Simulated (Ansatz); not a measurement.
Consider O vacancy in beta Ga2O3 with all lengths changed by +1 %, charge state +2. Calculation: PBE, PAW (plane waves to 420 eV; Ansatz, a quantum-chemistry and plane-wave program).

120-site cell at the strained lattice (strain from the relaxed PBE one, atoms relaxed), the Γ point alone, smearing 0.01 eV, spin-restricted, no finite-size correction. Static, classical nuclei. The charge state is imposed; whether it is stable for some Fermi level was not computed. Forms of the defect that were not tried may lie lower.

Barriers: single points on a 2×2×2 k-point mesh shifted by half a step at the bands' geometries (they differ from the bands' own by up to 0.09 eV, and are uncertain by about as much).

The step: a nearby O atom hops onto the vacant site (strongly reconstructed ends); the atom moves 2.52 Å along (-0.14, -0.45, 0.13) of the unit cell; at the start one Ga stands off the lattice site; at the end one Ga stands off the lattice site; the moving atom starts with neighbours Ga at 1.97, Ga at 2.03, Ga at 2.11, Ga at 2.20 Å and ends with Ga at 1.97, Ga at 2.03, Ga at 2.11, Ga at 2.20 Å.

Task: What migration barrier of this step does PBE, PAW give?

Result: 1.15 eV, the same both ways. At the saddle the moving atom has neighbours 2 Ga at 1.78 Å. The saddle point's order was not checked, and it lies on a symmetry element of the cell, where a band can be held.
